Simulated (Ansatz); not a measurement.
The reference is Rh in the fcc (Cu type) structure (space group Fm-3m, No. 225; a = 3.755 Å; relaxed with 0.1 eV smearing).

Method: LDA/PAW in Ansatz (a program for electronic structure), spin-orbit coupling left out.

Base values:

| Item | Result |
|---|---|
| Pressure | 0.0 GPa |

Now apply this change: an isotropic linear strain of +2.50 %; the atoms relax in the strained cell.

Predict the new pressure.

The pressure goes from zero to -19.3 GPa.

Predict the new energy relative to the base.

The energy increases by 66 meV/atom.

No phonon test of stability was made. The final runs are not spin-polarised. Rh lies near a magnetic instability that expansion can trigger; it was not tested.
